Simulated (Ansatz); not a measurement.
**SnSe2: pressure series**

Base system: SnSe2 in the CdI2 type structure (space group P-3m1, No. 164; a = 3.8403 Å, c = 6.0057 Å; layered, stacked along the Cartesian z axis).

Cell and atoms are relaxed at each pressure.

All numbers come from PBE-D3(BJ) (Ansatz, a quantum-chemistry and plane-wave program, PAW, spin-orbit coupling left out).

Candidates:
(a) pressure 22.5 GPa
(b) pressure 4.5 GPa
(c) pressure 2.1 GPa
(d) pressure −1 GPa

For the base:

The c/a ratio is 1.564.

**Question.** Order them by c/a ratio, highest first.

**Answer.** (d) pressure −1 GPa (1.618), (c) pressure 2.1 GPa (1.510), (b) pressure 4.5 GPa (1.473), (a) pressure 22.5 GPa (1.436)

The mesh was chosen for an insulator and is coarse for the gapless case. Load acts through the strain it causes; cell and atoms are relaxed under it. Whether these cells are dynamically stable was not tested. No other phases were tried under pressure. All final runs are without spin polarisation.
